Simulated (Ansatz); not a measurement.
## A self-consistent single point of BaPb (Cmcm, 4 atoms in the cell) with Ansatz

Computed with LDA (PW92), default PAW files made with PBE (plane waves; Ansatz, a quantum-chemistry and plane-wave program).

The input file:

Ansatz 0.2 input:
```yaml
# BaPb
crystal:
  lattice:
    - [2.702067, -6.413292, 0.000000]
    - [2.702067, 6.413292, 0.000000]
    - [0.000000, 0.000000, 4.909364]
  atoms:
    - { symbol: Ba, position: [0.866970, 0.133030, 0.750000] }
    - { symbol: Ba, position: [0.133030, 0.866970, 0.250000] }
    - { symbol: Pb, position: [0.577030, 0.422970, 0.750000] }
    - { symbol: Pb, position: [0.422970, 0.577030, 0.250000] }
basis:
  ecutwfc: 30.9 Ry
kpoints:
  mp_grid: { grid: [6, 6, 6] }
hamiltonian:
  xc: lda
  pseudopotentials: { kind: paw }
scf:
  occupations: { method: fermi_dirac, width: 0.0073 Ry }
output:
  forces: true
  eigenvalues: true
  stress: true
```

Output (repeated stretches shortened):

```
WARN ansatz: RAYON_NUM_THREADS=1 ignored (pool sized by the plan → 1); use --threads N
Pseudopotentials: kind: paw
Pseudopotential: Ba, paw, valence charge 10
Pseudopotential: Pb, paw, valence charge 14
Crystal: 4 atoms, lattice volume = 170.150 Å³
Basis set: ecut = 420.4159175005146 eV, 3321 PW (Γ)
Bands: 29, of which v1, the nominal top of the filled ones, is band 24 counted from 1 (23 counted from 0)
Symmetry: 8 space group operations
Space group: Cmcm (ITA 63), of the structure as read, at distance tolerance 5.5e-5 Å
k-points: 52 of 216
PAW frozen core: Ba, regenerated for the run's functional, and the local potential with it
PAW frozen core: Pb, regenerated for the run's functional, and the local potential with it
Initial density: superposition of atomic densities (neutral atoms: chi_scale 0, normalization atom), corrected by the library's trained network
Initial wavefunctions: pseudopotential atomic-orbital guess
Eigensolver: davidson
Functional: x = slater, c = lda
SCF iter   1: F=—  HF=-34766.418749 eV  |F-HF|=—  |Δ(HF+E_count)|=         —  Δρ=3.65e-3  dr2=1.78e-2  ethr=1.77e-3  ⟨swp⟩=9.5  Hψ=8678  notcnv=0
all-band conjugate gradients solve this SCF's bands
preconditioner: auto → Kerker (q_TF=auto, 2.209 Å⁻¹)
SCF iter   2: F=—  HF=-34766.413335 eV  |F-HF|=—  |Δ(HF+E_count)|=   5.41e-3  Δρ=1.96e-3  dr2=6.36e-3  ethr=3.70e-5  ⟨swp⟩=2.3  Hψ=3156  notcnv=0
SCF iter   3: F=—  HF=-34766.411902 eV  |F-HF|=—  |Δ(HF+E_count)|=   1.43e-3  Δρ=3.67e-4  dr2=4.62e-4  ethr=1.32e-5  ⟨swp⟩=2.0  Hψ=2649  notcnv=0
SCF iter   4: F=—  HF=-34766.411864 eV  |F-HF|=—  |Δ(HF+E_count)|=   3.85e-5  Δρ=1.99e-4  dr2=1.01e-4  ethr=9.62e-7  ⟨swp⟩=2.0  Hψ=2605  notcnv=0
SCF iter   5: F=—  HF=-34766.411835 eV  |F-HF|=—  |Δ(HF+E_count)|=   2.85e-5  Δρ=4.75e-5  dr2=8.85e-6  ethr=2.11e-7  ⟨swp⟩=2.0  Hψ=2652  notcnv=0
SCF iter   6: F=—  HF=-34766.411858 eV  |F-HF|=—  |Δ(HF+E_count)|=   2.23e-5  Δρ=1.19e-5  dr2=7.40e-7  ethr=1.84e-8  ⟨swp⟩=3.0  Hψ=2961  notcnv=0
SCF iter   7: F=-34766.411857 eV  HF=-34766.411857 eV  |F-HF|=5.12e-8  |Δ(HF+E_count)|=   7.65e-8  Δρ=4.57e-6  dr2=8.80e-8  ethr=2.08e-10  ⟨swp⟩=7.8  Hψ=7740  notcnv=0
SCF 1 converged in 7 iterations: F = -34766.411857 eV  dr2 = 8.80e-8
SCF converged after 7 iterations
Free energy (F): -34766.411857 eV
Harris-Foulkes:  -34766.411857 eV  (|F-HF|=5.12e-8)
Internal energy: -34766.355427 eV  (E = F + TS)
E sigma→0 (E₀):  -34766.383642 eV
Entropy (-TS):   -0.056430 eV (-14.108 meV/atom)
Fermi energy:    7.856371 eV
--- Per-component energies (eV) ---
  E_band       = -271.075128
  E_kinetic    = 918.911898
  E_local      = -3439.709587  (includes V_loc(G=0)·N_el)
  E_nonlocal   = 826.755122
  E_hartree    = 1359.774631
  E_xc         = -769.907103
  E_vxc        = -536.394624  (∫ρ·V_xc dr)
  E_paw        = -30325.936316  (= ΣΔE_a)
  E_vpaw       = -760.172230  (= ΣTr[D̂ρ^β])
  E_aug_tail   = 0.000085  (compensation charges beyond the density's cutoff)
  E_ewald      = -3336.653761
  E_core_change = 0.409604  (= ΣΔE_core)
  E_smearing   = -0.056430  (= −TS)
  E_closure    = 0.000000  (closes the sum)
  Σ components = -34766.411857   (vs F -34766.411857, Δ=0.00e0)
--- Forces (eV/Å), atoms counted from 1 ---
  atom   1  Ba     0.00000000    -0.06776157    -0.00000000
  atom   2  Ba     0.00000000     0.06776157     0.00000000
  atom   3  Pb     0.00000000     0.08139942     0.00000000
  atom   4  Pb     0.00000000    -0.08139942    -0.00000000
  max |Σ_I F_I| component: 0.00e0 eV/Å
--- Stress (GPa, compression-positive) ---
       -2.771108      -0.000000       0.000000
       -0.000000      -2.314180      -0.000000
        0.000000      -0.000000      -2.695009
  P = ⅓ Tr σ = -2.5934 GPa (-25.934 kbar)
  The stress holds the Pulay correction. Without it, at fixed plane waves, as pw.x and ABINIT print it: P = -2.6003 GPa
--- Band table (eV; the first three rows and the last of 52) ---
  k-point 0: bands = ["-20.6412", "-20.5981", "-8.7991", "-8.6758", "-8.5864", "-8.5815", "-8.5199", "-8.4596", "-8.4524", "-8.4445", "-8.3837", "-8.3574", "-5.9985", "-5.7944", "-5.7614", "-5.7590", "-5.6289", "-5.6128", "-1.6547", "0.9015", [...]
  k-point 1: bands = ["-20.6372", "-20.5999", "-8.7904", "-8.6524", "-8.5990", "-8.5884", "-8.5329", "-8.4737", "-8.4444", "-8.4405", "-8.3856", "-8.3614", "-5.9744", "-5.8189", "-5.7496", "-5.7486", "-5.6597", "-5.6481", "-1.4727", "0.8009", [...]
  k-point 2: bands = ["-20.6272", "-20.6056", "-8.7585", "-8.6415", "-8.5983", "-8.5955", "-8.5614", "-8.5021", "-8.4326", "-8.4321", "-8.3888", "-8.3743", "-5.9151", "-5.8615", "-5.7498", "-5.7272", "-5.7265", "-5.7024", "-0.9721", "0.4035", [...]
  k-point 51: bands = ["-20.6152", "-20.6152", "-8.7032", "-8.7032", "-8.5830", "-8.5830", "-8.5445", "-8.5445", "-8.4299", "-8.4299", "-8.3870", "-8.3870", "-6.0265", "-6.0265", "-5.7212", "-5.7212", "-5.6210", "-5.6210", "-0.1541", "-0.1541", [...]
```

The run converged in 7 iterations.

The starting cell comes from a database of computed structures (which also holds hypothetical and non-ambient phases and stackings), without a prior relaxation at this level. Its lattice was rescaled by up to half a per cent. Spin-orbit coupling is off. Ansatz's pressure includes its estimate of the finite-basis (Pulay) stress.
